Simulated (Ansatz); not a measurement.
The starting structures come from a database of crystals and need not be the phases stable at ambient conditions.

Inside the gap of an insulator the Bloch states are evanescent, with a wavenumber k + iκ along the transport direction.

Input:

```
CELL_PARAMETERS angstrom
      4.82847     0.00000     0.00000
      0.00000    12.22384     0.23507
      0.00000     3.66474     7.55351
ATOMIC_POSITIONS crystal
  Cu 0.85930 0.75042 0.81398
  Cu 0.14070 0.24958 0.18602
  Cu 0.35930 0.74958 0.18602
  Cu 0.64070 0.25042 0.81398
  Te 0.00186 0.13440 0.73165
  Te 0.99814 0.86560 0.26835
  Te 0.50186 0.36560 0.26835
  Te 0.49814 0.63440 0.73165
  Te 0.21980 0.86357 0.57552
  Te 0.78020 0.13643 0.42448
  Te 0.71980 0.63643 0.42448
  Te 0.28020 0.36357 0.57552
  Br 0.89341 0.38706 0.90729
  Br 0.10659 0.61294 0.09271
  Br 0.39341 0.11294 0.09271
  Br 0.60659 0.88706 0.90729
```

Space group of this cell: P2_1/c. The cell was relaxed by PBE-D3(BJ); by r2SCAN its mean pressure is 1.2 GPa.

Transport runs along the normal of the first two printed cell vectors.

The gap is the functional's own. No spin-orbit coupling. Mid-gap values are interpolated on the energy grid.

### Question
State the band gap and the smallest decay constant κ at mid-gap according to r2SCAN (Ansatz, an electronic-structure program).

### Answer
Gap 0.70 eV on a 6×4×4 mesh; κ = 0.165 1/Å, at the zone centre.
